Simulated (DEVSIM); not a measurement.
Device: abrupt Si n-p junction, at 300 K.

Layer 1 from the left is Si, thickness (μm) 6.10, Nd (cm⁻³) 9.9e15, τn (s) 0.00024, τp (s) 0.00024. Layer 2 from the left is Si, thickness (μm) 0.640, Na (cm⁻³) 2.7e16, τn (s) 0.00024, τp (s) 0.00024.

Left contact: ohmic. Right contact: ohmic. Voltage is applied to the left contact. Recombination: SRH at mid-gap. Mobility is μmin + (μ − μmin)/(1 + (N/Nref)^α).

The device is made up for the run: typed textbook-type constants, with dimensions and the other settings drawn at random. Values at 300 K.

Si: gap (eV) 1.124, affinity (eV) 4.05, permittivity 11.7, Nc (cm⁻³) 2.86e19, Nv (cm⁻³) 3.1e19, μn (cm²/Vs) 1417, μp (cm²/Vs) 470, μn,min 52, μp,min 45, Nref,n 9.7e16, Nref,p 2.2e17, αn 0.68, αp 0.72.

Model (solved in DEVSIM): 1D drift-diffusion, Boltzmann statistics, complete ionisation; no tunnelling, impact ionisation, image-force lowering or self-heating.

Dark forward current:

| |V| (V) | |J| (A/cm²) |
|---|---|
| 0.05 | 2.174e-9 |
| 0.10 | 1.703e-8 |
| 0.15 | 1.190e-7 |
| 0.20 | 8.188e-7 |
| 0.25 | 5.626e-6 |
| 0.30 | 3.863e-5 |
| 0.35 | 0.0002652 |
| 0.40 | 0.001820 |
| 0.45 | 0.01247 |
| 0.50 | 0.08538 |
| 0.55 | 0.5809 |
| 0.60 | 3.827 |
| 0.65 | 21.61 |
| 0.70 | 83.21 |
| 0.75 | 214.6 |
| 0.80 | 427.4 |
| 0.85 | 727.4 |
| 0.90 | 1118 |
| 0.95 | 1601 |
| 1.00 | 2176 |

**Question.** Work out the local ideality factor n = ΔV / (kT/q · ln(J2/J1)) between the rows 0.15 and 0.20 V, 0.95 and 1.00 V.

**Answer.** kT/q = 25.85 mV. From 0.15 to 0.20 V: ln(8.188e-7/1.190e-7) = 1.929, n = 1.00, near the 1 of diffusion or emission over a barrier. From 0.95 to 1.00 V: ln(2176/1601) = 0.307, n = 6.30.

**Question.** Estimate the current at 0.35 V from the Shockley equation with J0 = Σ q ni² D/(N L) coth(W/L), τ joining the SRH, radiative and Auger lifetimes that are on, and W taken as the whole layer.

**Answer.** ni² = 1.16e20 cm⁻⁶; holes in the n layer: μ = 429 cm²/Vs, D = 11.1 cm²/s, τ = 0.000240 s, L = 516 μm, W/L = 0.012, term 3.41e-11 A/cm²; electrons in the p layer: μ = 1010 cm²/Vs, D = 26.2 cm²/s, τ = 0.000240 s, L = 793 μm, W/L = 0.00081, term 2.82e-10 A/cm². J0 = 3.16e-10 A/cm², and J = J0 exp(qV/kT) = 0.000240 A/cm². The simulation gives 0.000265 A/cm²; the estimate lies 9.7 % below. The estimate leaves out recombination in the depletion region and that region's share of W.
